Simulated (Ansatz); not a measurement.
TiB2, response to strain

The parent structure is TiB₂ (space group P6/mmm, No. 191; a = 3.0174 Å, c = 3.1851 Å). Axes: x lies along a and z along c of the hexagonal cell.

Strains are applied to the cell and any free atomic positions relax; under biaxial strain the out-of-plane vector relaxes too.

Level of theory: PBEsol, PAW, 420 eV (Ansatz, a first-principles code; no spin-orbit coupling).

Notes on the quantities. pressure: mean of the normal stresses, compression positive.

```csv
variant,volume per atom,pressure
base,8.37 Å³,0.0 GPa
"biaxial strain −3.00 %, plane normal [001], relaxed out of plane",7.99 Å³,15.6 GPa
"biaxial strain −2.50 %, plane normal [001], relaxed out of plane",…,12.8 GPa
"biaxial strain −1.50 %, plane normal [001], relaxed out of plane",…,7.3 GPa
"biaxial strain −1.00 %, plane normal [001], relaxed out of plane",8.24 Å³,4.8 GPa
"biaxial strain −0.50 %, plane normal [001], relaxed out of plane",8.31 Å³,2.3 GPa
"biaxial strain +0.50 %, plane normal [001], relaxed out of plane",8.43 Å³,-2.2 GPa
"biaxial strain +1.50 %, plane normal [001], relaxed out of plane",8.56 Å³,-6.5 GPa
"biaxial strain +2.50 %, plane normal [001], relaxed out of plane",8.69 Å³,-10.5 GPa
"biaxial strain +3.00 %, plane normal [001], relaxed out of plane",8.76 Å³,-12.4 GPa
```

Task: Fill in the withheld entries from the trend.

Result: 
- biaxial strain −2.50 %, plane normal [001], relaxed out of plane, volume per atom: 8.05 Å³
- biaxial strain −1.50 %, plane normal [001], relaxed out of plane, volume per atom: 8.18 Å³

A case with no gap was solved on a k-mesh chosen for an insulator, which is coarse for it. Without a gap, meshes like the base's 13×13×10 leave anisotropic stresses uncertain by several tenths of a GPa, and small strain energies with them. Whether these cells are dynamically stable was not tested. All final runs are without spin polarisation.
